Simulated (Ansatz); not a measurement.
Consider CuI in the zinc blende structure (space group F-43m, No. 216; a = 6.079 Å).

Structures relaxed with DFT with PBE, PAW potentials and a 420 eV plane-wave cutoff in Ansatz (a quantum-chemistry and plane-wave program), scalar-relativistic without spin-orbit coupling.

Base:

Simulated powder pattern, Cu Kα1, λ = 1.54056 Å (kinematic, ideal powder, no thermal factors, no anomalous dispersion; the 8 strongest lines at most, above 2 %, up to 2θ = 90°):

```csv
2θ (°),I/Imax (%),hkl
25.35,100,(111)
29.36,7.8,(200)
42.00,71,(220)
49.70,46,(311)
60.90,11,(400)
67.05,18,(331)
76.74,23,(422)
82.35,14,(333)
```

After one change:

Simulated powder pattern, Cu Kα1, λ = 1.54056 Å (kinematic, ideal powder, no thermal factors, no anomalous dispersion; the 8 strongest lines at most, above 2 %, up to 2θ = 90°):

```
2θ (°)  I/Imax (%)
------  ----------
25.23          100
29.21          7.8
41.78           71
49.43           47
60.57           11
66.67           19
76.29           23
81.85           14
```

**Question.** Name the change that was made.
A) isotropic strain +2.50 %
B) isotropic strain +2.00 %
C) isotropic strain +1.50 %
D) isotropic strain +0.50 %

**Answer.** D, isotropic strain +0.50 %. Its volume per atom is 28.51 Å³ against 28.09 Å³, and its space group is F-43m (No. 216).

Whether these cells are dynamically stable was not tested. All final runs are without spin polarisation.
